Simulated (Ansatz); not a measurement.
MgS, response to strain

Take MgS in the rock salt structure (space group Fm-3m, No. 225; a = 5.2297 Å) as the base.

Strains are applied to the cell and any free atomic positions relax.

The values are results of DFT with PBE, PAW potentials and a 420 eV plane-wave cutoff in Ansatz (a quantum-chemistry and plane-wave program), spin-orbit coupling left out, not measurements.

```tsv
change	electron mass	pressure	band gap
base	0.52 mₑ along k, 0.29 mₑ across (at X)	0.00 GPa	2.76 eV
isotropic strain −3.00 %	0.54 mₑ along k, 0.29 mₑ across (at X)	8.15 GPa	2.95 eV
isotropic strain −2.50 %	0.54 mₑ along k, 0.29 mₑ across (at X)	[?]	[?]
isotropic strain −2.00 %	0.53 mₑ along k, 0.29 mₑ across (at X)	5.08 GPa	2.89 eV
isotropic strain −0.50 %	0.53 mₑ along k, 0.29 mₑ across (at X)	1.15 GPa	2.79 eV
isotropic strain +1.00 %	0.52 mₑ along k, 0.30 mₑ across (at X)	-2.07 GPa	2.69 eV
isotropic strain +1.50 %	0.52 mₑ along k, 0.29 mₑ across (at X)	[?]	2.66 eV
isotropic strain +2.00 %	0.52 mₑ along k, 0.29 mₑ across (at X)	-3.89 GPa	[?]
isotropic strain +2.50 %	0.51 mₑ along k, 0.29 mₑ across (at X)	-4.71 GPa	2.59 eV
isotropic strain +3.00 %	0.50 mₑ along k, 0.29 mₑ across (at X)	-5.47 GPa	2.56 eV
```

Task: What belongs in the blanks?

Result: 
- isotropic strain −2.50 %, pressure: 6.56 GPa
- isotropic strain −2.50 %, band gap: 2.92 eV
- isotropic strain +1.50 %, pressure: -3.01 GPa
- isotropic strain +2.00 %, band gap: 2.63 eV

Masses are band curvatures over ±0.01 Å⁻¹ around the edge. Along k means along the line from Γ to the band edge. Stability against distortions was not tested.
